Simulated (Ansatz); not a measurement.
The starting structures come from a database of crystals and need not be the phases stable at ambient conditions.

The decay constant κ of evanescent states in the gap governs leakage through a thin film.

```yaml
crystal:
  lattice:
    - [4.00522, 0.00000, 0.00000]
    - [0.00000, 13.72469, 0.21176]
    - [2.00261, -2.29815, 6.62825]
  atoms:
    - { symbol: Te, position: [0.39003, 0.68612, 0.21994] }
    - { symbol: Te, position: [0.08289, 0.44929, 0.83421] }
    - { symbol: Te, position: [0.77999, 0.22152, 0.44002] }
    - { symbol: Te, position: [0.04112, 0.16453, 0.91776] }
    - { symbol: Te, position: [0.34955, 0.40105, 0.30089] }
    - { symbol: Te, position: [0.65631, 0.62451, 0.68738] }
    - { symbol: Te, position: [0.95673, 0.87846, 0.08654] }
    - { symbol: As, position: [0.48930, 0.99925, 0.02140] }
    - { symbol: As, position: [0.18541, 0.74695, 0.62917] }
    - { symbol: As, position: [0.87716, 0.53960, 0.24568] }
    - { symbol: As, position: [0.55270, 0.31725, 0.89460] }
    - { symbol: As, position: [0.24617, 0.10226, 0.50766] }
    - { symbol: I, position: [0.69803, 0.92690, 0.60394] }
```

Space group of this cell: Cm. The cell was relaxed by PBE-D3(BJ); by r2SCAN its mean pressure is 1.9 GPa.

Transport runs along the normal of the first two printed cell vectors.

The gap is the functional's own, uncorrected, and κ follows it; spin-orbit coupling is left out. Mid-gap values are interpolated between the computed energies.

**Question.** Compute, with r2SCAN (Ansatz, a quantum-chemistry and plane-wave program), the band gap and the smallest decay constant κ at mid-gap.

**Answer.** Gap 0.37 eV on a 8×4×8 mesh; κ = 0.059 1/Å, at (0.000, 0.500) of the in-plane reciprocal vectors. At the zone centre, at the nearest computed energy, the slowest state has κ = 0.08 1/Å.
